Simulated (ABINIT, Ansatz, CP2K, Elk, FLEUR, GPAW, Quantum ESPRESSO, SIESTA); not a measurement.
# One structure in several programs: HfB2 (P6/mmm, 3 atoms in the cell)

Self-consistent single point, at a second geometry (lattice scaled by 0.98). First geometry:

```yaml
crystal:
  lattice:
    - [3.17967, 0.00000, 0.00000]
    - [-1.58984, 2.75367, 0.00000]
    - [0.00000, 0.00000, 3.53140]
  atoms:
    - { symbol: Hf, position: [0.00000, 0.00000, 0.00000] }
    - { symbol: B, position: [0.33333, 0.66667, 0.50000] }
    - { symbol: B, position: [0.66667, 0.33333, 0.50000] }
```

Shared settings, as Ansatz (a first-principles code) writes them: kpoints.mp_grid.grid = 8 8 6; scf.occupations.method = fermi_dirac; scf.occupations.width = 0.1 eV. Potentials and cutoffs stand in the table.

```
code                                                                                                                                model  ΔF from the first geometry (meV/atom)  pressure (GPa)           cutoff
----------------  -----------------------------------------------------------------------------------------------------------------------  -------------------------------------  --------------  ---------------
Ansatz                                                                                                             PBE, default PAW files                                   -3.4            6.74          default
Quantum ESPRESSO                                                                           PBE, GBRV 1.5 ultrasoft (PBE) pseudopotentials                                   -1.9            6.84            40 Ry
FLEUR                                                                        PBE, all-electron FLAPW (FLEUR), scalar-relativistic valence                                   -2.0               –  Kmax 3.8 1/bohr
ABINIT                                                           PBE, norm-conserving pseudopotentials (PseudoDojo nc-sr-05 PBE standard)                                   -2.1            7.32            38 Ha
Elk                                        PBE, all-electron FP-LAPW, Elk's shipped species files, APW+lo basis with extra local orbitals                                    1.5               –         rgkmax 8
SIESTA            GGA PBE, numerical atomic orbitals DZP, PseudoDojo PBE standard norm-conserving potentials (rewritten from UPF to PSML)                                   -3.3            7.09      grid 350 Ry
CP2K                                                              PBE, GPW, DZVP-MOLOPT-SR-GTH basis, GTH-PBE potentials (GTH_POTENTIALS)                                   -9.5            5.19      grid 500 Ry
GPAW                                                                                         PBE, GPAW PAW datasets PBE (gpaw-data 1.0.1)                                   -0.1               –           900 eV
```

For Quantum ESPRESSO (by 0.5 GPa) the energy change implies a higher mean pressure, against the two pressures, than for the other programs: a sign of finite-basis (Pulay) stress.

A dash marks a value that a program does not give, or that is left out as unsure.

On Ansatz's run: spin-orbit coupling is off.

The spread over the programs that give each value: ΔF from the first geometry within 11.0 meV/atom; pressure within 2.13 GPa.

SIESTA and CP2K use small atom-centred bases, whose incompleteness enters pressures, forces and empty levels differently from a plane-wave cutoff. FLEUR and Elk treat all electrons, but the usual bases taken here (sphere radii, linearisation, local orbitals, empty states) were not tested for convergence, so the values are no reference for the others. Ansatz's pressure is given at a fixed set of plane waves, as the other plane-wave codes print theirs; with its correction for the finite basis it is 6.94 GPa. The pressure of GPAW is left out: its cutoff lies under the one at which its stress was checked. In the pressure, CP2K (by 1.66) lies more than 1 GPa from the median of the plane-wave programs.

The starting cell comes from a database of computed structures (which also holds hypothetical and non-ambient phases and stackings), without a prior relaxation at this level. Its lattice was rescaled by a random factor within 2.5 % of one. For this run, on top of that: lattice scaled by 0.98.

Keys are those of Ansatz 0.2.
